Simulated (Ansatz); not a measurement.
**A self-consistent single point of KTlO₂ (R-3m, 4 atoms in the cell) with Ansatz (an electronic-structure program)**

Computed with LDA (PW92), default PAW files made with PBE (plane waves; Ansatz).

The input file:

Ansatz 0.2 input:
```yaml
crystal:
  lattice:
    - [1.71812600, 0.99196000, 6.07172900]
    - [-1.71812600, 0.99196000, 6.07172900]
    - [0.00000000, -1.98392200, 6.07172900]
  atoms:
    - { symbol: K, position: [0.50000000, 0.50000000, 0.50000000] }
    - { symbol: Tl, position: [0.00000000, 0.00000000, 0.00000000] }
    - { symbol: O, position: [0.73207900, 0.73207900, 0.73207900] }
    - { symbol: O, position: [0.26792100, 0.26792100, 0.26792100] }
basis:
  ecutwfc: 30.9 Ry
kpoints:
  mp_grid:
    grid: [8, 8, 8]
hamiltonian:
  xc: lda
  pseudopotentials:
    kind: paw
scf:
  occupations:
    method: fermi_dirac
    width: 0.0015 Ry
output:
  forces: true
  eigenvalues: true
  stress: true
```

Output, abridged:

```
WARN ansatz: RAYON_NUM_THREADS=1 ignored (pool sized by the plan → 1); use --threads N
basis.fft_grid_basis auto: the FFT boxes are laid along the combinations [[1, 0, -1], [0, 1, -1], [0, 0, 1]] of the cell's own vectors, 3.436, 3.436 and 6.388 …
Pseudopotentials: kind: paw
Pseudopotential: K, paw, valence charge 9
Pseudopotential: Tl, paw, valence charge 13
Pseudopotential: O, paw, valence charge 6
Crystal: 4 atoms, lattice volume = 62.089 Å³
Basis set: ecut = 420.4159175005146 eV, 1203 PW (Γ), FFT grids on a1−a3, a2−a3, a3
Bands: 21, of which v1, the nominal top of the filled ones, is band 17 counted from 1 (16 counted from 0)
Symmetry: 12 space group operations
Space group: R-3m (ITA 166), of the structure as read, at distance tolerance 4.0e-5 Å
k-points: 65 of 512
PAW frozen core: K, regenerated for the run's functional, and the local potential with it
PAW frozen core: Tl, regenerated for the run's functional, and the local potential with it
PAW frozen core: O, regenerated for the run's functional, and the local potential with it
Initial density: superposition of atomic densities (neutral atoms: chi_scale 0, normalization atom), corrected by the library's trained network
Initial wavefunctions: pseudopotential atomic-orbital guess
Eigensolver: davidson
Functional: x = slater, c = lda
SCF iter   1: F=—  HF=-13752.873597 eV  |F-HF|=—  |Δ(HF+E_count)|=         —  Δρ=1.75e-2  dr2=1.77e-1  ethr=1.77e-3  ⟨swp⟩=6.3  Hψ=7468  notcnv=0
all-band conjugate gradients solve this SCF's bands
preconditioner: auto → none
SCF iter   2: F=—  HF=-13752.848184 eV  |F-HF|=—  |Δ(HF+E_count)|=   2.54e-2  Δρ=1.32e-2  dr2=8.35e-2  ethr=5.20e-4  ⟨swp⟩=2.0  Hψ=3185  notcnv=0
SCF iter   3: F=—  HF=-13752.826301 eV  |F-HF|=—  |Δ(HF+E_count)|=   2.19e-2  Δρ=2.24e-3  dr2=1.86e-3  ethr=2.46e-4  ⟨swp⟩=2.1  Hψ=2116  notcnv=0
SCF iter   4: F=—  HF=-13752.825742 eV  |F-HF|=—  |Δ(HF+E_count)|=   5.59e-4  Δρ=7.16e-4  dr2=1.19e-4  ethr=5.46e-6  ⟨swp⟩=2.7  Hψ=2401  notcnv=0
SCF iter   5: F=—  HF=-13752.825697 eV  |F-HF|=—  |Δ(HF+E_count)|=   4.43e-5  Δρ=1.15e-4  dr2=3.86e-6  ethr=3.49e-7  ⟨swp⟩=2.4  Hψ=2399  notcnv=0
SCF iter   6: F=—  HF=-13752.825697 eV  |F-HF|=—  |Δ(HF+E_count)|=   5.87e-7  Δρ=1.79e-5  dr2=8.08e-8  ethr=2.94e-10  ⟨swp⟩=3.0  Hψ=5662  notcnv=0
SCF iter   7: F=-13752.825697 eV  HF=-13752.825697 eV  |F-HF|=1.01e-9  |Δ(HF+E_count)|=   1.59e-9  Δρ=2.18e-6  dr2=1.99e-9  ethr=2.38e-10  ⟨swp⟩=2.2  Hψ=4374  notcnv=0
SCF 1 converged in 7 iterations: F = -13752.825697 eV  dr2 = 1.99e-9
SCF converged after 7 iterations
Free energy (F): -13752.825697 eV
Harris-Foulkes:  -13752.825697 eV  (|F-HF|=1.01e-9)
Internal energy: -13752.825697 eV  (E = F + TS)
E sigma→0 (E₀):  -13752.825697 eV
Fermi energy:    7.811064 eV
--- Per-component energies (eV) ---
  E_band       = -54.245962
  E_kinetic    = 940.737095
  E_local      = -2040.345101  (includes V_loc(G=0)·N_el)
  E_nonlocal   = 438.896109
  E_hartree    = 744.513617
  E_xc         = -503.445258
  E_vxc        = -489.285802  (∫ρ·V_xc dr)
  E_paw        = -10914.068012  (= ΣΔE_a)
  E_vpaw       = -393.281072  (= ΣTr[D̂ρ^β])
  E_aug_tail   = 0.004808  (compensation charges beyond the density's cutoff)
  E_ewald      = -2419.428738
  E_core_change = 0.309782  (= ΣΔE_core)
  E_smearing   = -0.000000  (= −TS)
  E_closure    = 0.000000  (closes the sum)
  Σ components = -13752.825697   (vs F -13752.825697, Δ=0.00e0)
--- Forces (eV/Å), atoms counted from 1 ---
  atom   1  K      0.00000000     0.00000000     0.00000000
  atom   2  Tl     0.00000000     0.00000000     0.00000000
  atom   3  O      0.00000000     0.00000000    -0.00923906
  atom   4  O      0.00000000    -0.00000000     0.00923906
  max |Σ_I F_I| component: 1.73e-18 eV/Å
--- Stress (GPa, compression-positive) ---
       -3.039060       0.000000       0.000000
        0.000000      -3.039060       0.000000
        0.000000       0.000000      -3.723837
  P = ⅓ Tr σ = -3.2673 GPa (-32.673 kbar)
  The stress holds the Pulay correction. Without it, at fixed plane waves, as pw.x and ABINIT print it: P = -3.8057 GPa
--- Band table (eV; the first three rows and the last of 65) ---
  k-point 0: bands = ["-20.6341", "-9.2260", "-8.4658", "-4.0216", "-3.9290", "-3.9290", "-2.3119", "-2.3119", "-2.2527", "-1.7990", "-1.7990", "3.1750", "6.3545", "6.3545", "6.6751", "7.2056", "7.2056", "8.2503", "12.5540", "13.3090", "16.3498"]
  k-point 1: bands = ["-20.6131", "-9.1390", "-8.4792", "-4.0925", "-4.0529", "-3.9625", "-2.2397", "-2.2183", "-2.1488", "-1.8080", "-1.8043", "3.0307", "5.9402", "6.2303", "6.6001", "6.8965", "7.1946", "8.9846", "12.9328", "13.5565", "16.0113"]
  k-point 2: bands = ["-20.5619", "-8.9208", "-8.5186", "-4.3728", "-4.1497", "-4.0418", "-2.1555", "-2.1074", "-1.9428", "-1.7743", "-1.6767", "2.6676", "5.4596", "5.8769", "6.0210", "6.7340", "7.2190", "10.0563", "13.2065", "14.3470", "15.3787"]
  k-point 64: bands = ["-20.6334", "-9.3767", "-8.2613", "-4.1557", "-3.9324", "-3.9324", "-2.3079", "-2.3079", "-2.1453", "-1.7960", "-1.7960", "3.2843", "5.9506", "6.2515", "6.2515", "7.3297", "7.3297", "9.3282", "11.7161", "13.1117", "16.3012"]
```

The run converged in 7 iterations.

The starting cell comes from a database of computed structures (which also holds hypothetical and non-ambient phases and stackings), without a prior relaxation at this level. Its lattice was rescaled by up to half a per cent. Spin-orbit coupling is off. With a pressure of about -3 GPa the cell is away from its equilibrium volume at this level. Ansatz's pressure includes its estimate of the finite-basis (Pulay) stress. Without the estimate this run gives -3.81 GPa.
